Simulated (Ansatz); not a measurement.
# Quick settings and what they miss: SrIn2 (P6_3/mmc, 6 atoms in the cell)

Self-consistent single point.

```xyz
6
Lattice="5.0253 0.0000 0.0000 -2.5126 4.3520 0.0000 0.0000 0.0000 8.0845" Properties=species:S:1:pos:R:3 pbc="T T T"
Sr     0.0000     0.0000     6.0634
Sr     0.0000     0.0000     2.0211
In     0.0000     2.9013     7.7085
In     2.5126     1.4507     0.3760
In     2.5126     1.4507     3.6662
In     0.0000     2.9013     4.4182
```

Computed with PBEsol, default PAW files made with PBE (plane waves; Ansatz, an electronic-structure program).

Base settings: basis.ecutwfc = 30.9 Ry; kpoints.mp_grid.grid = 6 6 4; hamiltonian.xc = pbesol; hamiltonian.pseudopotentials = {kind: paw} (the program's default PAW files); scf.occupations.method = gaussian; scf.occupations.width = 0.0073 Ry.

Tight run (finer mesh or higher cutoff; not a proven limit): basis.ecutwfc: 30.9 Ry → 43.4 Ry; kpoints.mp_grid.grid: 6 6 4 → 9 9 6; scf.convergence.dr2_threshold: default (1e-07 eV) → 1e-09 eV. It gave Fermi level (on the code's own zero) 9.25 eV; pressure -0.97 GPa; largest force (vector length) 0.034 eV/Å.

Quick runs, as changes from the base:
- A: the base itself
- B: basis.ecutwfc: 30.9 Ry → 18.4 Ry; kpoints.mp_grid.grid: 6 6 4 → 3 3 3; scf.convergence.dr2_threshold: default (1e-07 eV) → 0.001 eV
- C: basis.ecutwfc: 30.9 Ry → 15.4 Ry; kpoints.mp_grid.grid: 6 6 4 → 2 2 2
- D: basis.ecutwfc: 30.9 Ry → 24.6 Ry; kpoints.mp_grid.grid: 6 6 4 → 2 2 2; scf.convergence.dr2_threshold: default (1e-07 eV) → 0.001 eV
- E: basis.ecutwfc: 30.9 Ry → 18.4 Ry; kpoints.mp_grid.grid: 6 6 4 → 1 1 1; scf.occupations.method: gaussian → fermi_dirac; scf.occupations.width: 0.0073 Ry → 0.01 Ry
- F: basis.ecutwfc: 30.9 Ry → 24.6 Ry; kpoints.mp_grid.grid: 6 6 4 → 6 6 6; scf.occupations.method: gaussian → methfessel_paxton; scf.occupations.width: 0.0073 Ry → 0.0367 Ry; scf.convergence.dr2_threshold: default (1e-07 eV) → 0.001 eV

Energies are extrapolated to zero smearing width, which holds to low order in the width alone.

The count of work is k-points × plane waves × bands × iterations; it is no time. 

Pressures in the table are Ansatz's without its Pulay estimate, at a fixed set of plane waves; the tight run's value above holds the estimate.

The starting cell comes from a database of computed structures (which also holds hypothetical and non-ambient phases and stackings), without a prior relaxation at this level. Its lattice was rescaled by a random factor within 2.5 % of one.

```tsv
run	energy less tight (meV/atom)	pressure less tight (GPa)	largest miss in a force vector (eV/Å)	count of work / tight
A	1.6	-0.04	0.016	0.17
B	712.2	-26.45	0.095	0.023
C	3994.0	-115.92	0.316	0.014
D	244.3	-0.24	0.067	0.024
E	2718.6	-11.93	0.617	0.0053
F	6.4	-0.46	0.008	0.12
```

Among the runs at the tight run's level, the energy misses run from 1.6 to 3994.0 meV/atom.

Keys are those of Ansatz 0.2.
